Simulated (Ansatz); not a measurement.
The starting structures come from a database of crystals and need not be the phases stable at ambient conditions.

 Where the default PAW files enter, the runs use the earlier of Ansatz's two default sets.

The decay constant κ of evanescent states in the gap governs leakage through a thin film.

Data:

```
Na2CO3
1.0
    5.28543     0.00000     0.00000
    2.64271     4.58854     0.00000
    0.00000     0.62332     6.25418
Na C O
4 2 6
Direct
  0.00000   0.00000   0.00000
  0.00000   0.00000   0.50000
  0.32621   0.34758   0.22867
  0.67379   0.65242   0.77133
  0.33034   0.33932   0.75481
  0.66966   0.66068   0.24519
  0.18550   0.20224   0.73963
  0.81450   0.79776   0.26037
  0.38774   0.79776   0.26037
  0.61226   0.20224   0.73963
  0.19248   0.61504   0.78833
  0.80752   0.38496   0.21167
```

Space group of this cell: C2/m. The cell is taken as given; by r2SCAN its mean pressure is -4.3 GPa.

Transport runs along the normal of the first two printed cell vectors.

No gap correction and no spin-orbit coupling; mid-gap values are interpolated between computed energies.

Problem. Predict the band gap and the smallest decay constant κ at mid-gap from r2SCAN (Ansatz, a quantum-chemistry and plane-wave program).

Solution. Gap 3.99 eV on a 8×8×6 mesh; κ = 0.507 1/Å, at the zone centre.
